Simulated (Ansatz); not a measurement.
The reference is GaAs in the zinc blende structure (space group F-43m, No. 216; a = 5.667 Å).

Levels (all Ansatz, a first-principles code, PAW): r2SCAN (500 eV, no spin-orbit coupling); HSE06 (420 eV, scalar-relativistic without spin-orbit coupling).

The geometry is relaxed with r2SCAN.

```
Quantity           Value
---------------  -------
r2SCAN band gap  0.96 eV
```

With HSE06 at the same geometry, the band gap increases by 0.40 eV, from 0.96 eV to 1.36 eV.

Single points use the geometry relaxed with r2SCAN. Stability against distortions was not tested.
